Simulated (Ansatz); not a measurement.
The starting structures come from a database of crystals and need not be the phases stable at ambient conditions.

Inside the gap of an insulator the Bloch states are evanescent, with a wavenumber k + iκ along the transport direction.

```xyz
18
Lattice="6.5232 0.0000 0.0000 -3.2616 5.6677 0.0000 0.1096 0.0000 6.8301" Properties=species:S:1:pos:R:3 pbc="T T T"
K      3.5000     1.7661     6.8174
K     -0.1288     3.9016     0.0128
K      3.1877     1.7661     3.4278
K      0.1836     3.9016     3.4023
Hf     3.3438     5.1136     5.1226
Hf     0.0274     0.5541     1.7075
F     -0.0955     1.1224     6.5150
F      3.4668     4.5453     0.3151
F      0.2600     1.1224     3.7302
F      3.1112     4.5453     3.0999
F      1.2647     2.2050     1.5414
F      2.1065     3.4627     5.2887
F     -1.2099     2.2050     1.8736
F      4.5812     3.4627     4.9565
F      1.9803     0.1440     5.3091
F      1.3910     5.5237     1.5210
F      4.7074     0.1440     4.9361
F     -1.3361     5.5237     1.8941
```

Space group of this cell: C2/c. The cell is taken as given; by PBEsol its mean pressure is 1.4 GPa.

Transport runs along the normal of the first two printed cell vectors.

The gap is the functional's own, uncorrected, and κ follows it; spin-orbit coupling is left out. Mid-gap values are interpolated between the computed energies.

Q: Estimate the band gap and the smallest decay constant κ at mid-gap that PBEsol run with Ansatz (a first-principles code) returns for this system.

A: Gap 6.58 eV on a 6×6×6 mesh; κ = 0.534 1/Å, at the zone centre.
